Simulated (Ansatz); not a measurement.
**BeTe under a change: biaxial strain −2.08 %, plane normal [111], relaxed out of plane**

Take BeTe in the zinc blende structure (space group F-43m, No. 216; a = 5.604 Å) as the base. Axes: x, y, z lie along the cube axes.

Perturbation: biaxial strain −2.08 %, plane normal [111], relaxed out of plane (Cartesian); in-plane vectors clamped, the third vector and the atoms free.

All numbers come from DFT with PBEsol, PAW potentials and a 420 eV plane-wave cutoff in Ansatz (a quantum-chemistry and plane-wave program), no SOC. k-mesh 10×10×10 (Γ-centred); smearing 0.05 eV (Fermi–Dirac).

```csv
quantity,base,changed,shift
space group,F-43m (No. 216),R3m (No. 160),–
shortest interatomic distance,2.427 Å,2.394 Å,-0.033 Å
energy relative to the base (free energy F),0 meV/atom,+9.0 meV/atom,+9.0 meV/atom
"pressure (mean of the normal stresses, compression positive)",0.01 GPa,2.16 GPa,+2.15 GPa
band gap,1.84 eV,1.63 eV,-0.204 eV
gap character,–,"indirect, Γ → F",–
smallest direct gap,3.61 eV,3.20 eV,-0.41 eV
"valence-band top at Γ (three highest levels, from the VBM)","0.00, 0.00, 0.00 eV","0.00, 0.00, -0.29 eV",–
"valley order (the lowest conduction-band minima on the path, energy above the VBM, named in the base's zone)",X along ⟨100⟩ 1.84 eV; L along ⟨111⟩ 3.08 eV,X along [100] 1.63 eV; L along [1-11] 2.99 eV,–
out-of-plane strain,–,+0.90 %,–
ratio −ε⊥/ε∥,–,0.43,–
mean in-plane stress (compression positive),–,+3.2 GPa,–
```

Final structure (turned so that z lies along the plane normal):

```xyz
2
Lattice="3.8804 0.0000 0.0000 1.9402 3.3606 0.0000 1.9402 -1.1202 3.2648" Properties=species:S:1:pos:R:3 pbc="T T T"
Be     0.0000     0.0000     0.0131
Te     3.8804     0.0000     2.4354
```

With Te present, leaving out spin-orbit coupling can change the band edges. Whether these cells are dynamically stable was not tested. k-point labels follow each cell's own Brillouin zone.
